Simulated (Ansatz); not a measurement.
Data:

```xyz
2
Lattice="0.0000 3.3048 3.3048 3.3048 0.0000 3.3048 3.3048 3.3048 0.0000" Properties=species:S:1:pos:R:3 pbc="T T T"
Sb     4.9573     4.9573     4.9573
In     0.0000     0.0000     0.0000
```

No spin polarisation.

Level of theory: Ansatz (a quantum-chemistry and plane-wave program), r2SCAN, PAW, cutoff 500 eV, without spin-orbit coupling. Γ-centred 12×12×12 mesh, Fermi–Dirac width 0.05 eV.

**Question.** Estimate the band gap.

**Answer.** Zero.

**Question.** Predict the pressure.

**Answer.** -1.0 GPa.

**Question.** Predict the space group.

**Answer.** F-43m (No. 216).

With Sb present, leaving out spin-orbit coupling can change the band edges. The cells carry an imposed strain or load. Whether these cells are dynamically stable was not tested. All final runs are without spin polarisation. The cell was made from InSb in the zinc blende structure (space group F-43m, No. 216) by this change: isotropic strain +0.82 %. A zero or small gap of InSb can be the functional's error rather than a property of the material.
